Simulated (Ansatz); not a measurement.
We consider W (Pm-3n, No. 223, 8 atoms in the cell; start COD 9008583; another form than the element's usual one), described by PBEsol (Ansatz, a program for electronic structure, plane waves, PAW).

Settings: plane-wave cutoff 520 eV, 12×12×12 k mesh, Fermi–Dirac smearing 0.05 eV, no spin polarisation, scalar-relativistic PAW data made under PBE.

Cell (relaxed at this level):

```xyz
8
Lattice="5.0331 0.0000 0.0000 0.0000 5.0331 0.0000 0.0000 0.0000 5.0331" Properties=species:S:1:pos:R:3 pbc="T T T"
W      0.0000     0.0000     0.0000
W      2.5165     2.5165     2.5165
W      0.0000     2.5165     1.2583
W      0.0000     2.5165     3.7748
W      1.2583     0.0000     2.5165
W      3.7748     0.0000     2.5165
W      2.5165     3.7748     0.0000
W      2.5165     1.2583     0.0000
```

**Question.** Predict the bulk modulus B0.

**Answer.** 
* **bulk modulus B0**: 318 GPa

The run finds no gap.

Note: the bulk modulus is −V dP/dV from two relaxed cells at ±2 % in volume; the relaxation could not lower the start's symmetry, so the cell can be a saddle point above a distorted one.

Spin–orbit coupling is not included.

Computed values are for the static lattice.

It cost about 5 core-minutes (a rough figure) of CPU time.
